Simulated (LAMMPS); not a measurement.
An MD run on a melt made from CdTe (zinc blende), 4096 atoms, at 940 K and 0 GPa, brought to that temperature within a few picoseconds.

Model: classical MD, pair style sw, file CdTeZnSeHgS0.sw (LAMMPS).

| angle (°) | probability per degree, Te-Cd-Te |
|---|---|
| 49.50 | 0.0000 |
| 52.50 | 0.0001 |
| 55.50 | 0.0004 |
| 58.50 | 0.0008 |
| 61.50 | 0.0011 |
| 64.50 | 0.0014 |
| 67.50 | 0.0016 |
| 70.50 | 0.0024 |
| 73.50 | 0.0028 |
| 76.50 | 0.0035 |
| 79.50 | 0.0052 |
| 82.50 | 0.0063 |
| 85.50 | 0.0085 |
| 88.50 | 0.0103 |
| 91.50 | 0.0125 |
| 94.50 | 0.0160 |
| 97.50 | 0.0185 |
| 100.5 | 0.0226 |
| 103.5 | 0.0258 |
| 106.5 | 0.0277 |
| 109.5 | 0.0267 |
| 112.5 | 0.0264 |
| 115.5 | 0.0225 |
| 118.5 | 0.0203 |
| 121.5 | 0.0167 |
| 124.5 | 0.0125 |
| 127.5 | 0.0095 |
| 130.5 | 0.0071 |
| 133.5 | 0.0053 |
| 136.5 | 0.0040 |
| 139.5 | 0.0029 |
| 142.5 | 0.0023 |
| 145.5 | 0.0019 |
| 148.5 | 0.0016 |
| 151.5 | 0.0012 |
| 154.5 | 0.0010 |
| 157.5 | 0.0010 |
| 160.5 | 0.0008 |
| 163.5 | 0.0007 |
| 166.5 | 0.0005 |
| 169.5 | 0.0005 |
| 172.5 | 0.0003 |
| 175.5 | 0.0003 |
| 178.5 | 0.0001 |

The data show:
- state found: slow or partial motion within 60 ps, no clear phase
- most common Te-Cd-Te angle: in the 3° bin centred on 106.5° (mean of all 108°)

Caution: enthalpy drifts during the constant-pressure average: a transition or slow ageing; fluctuation values are void.
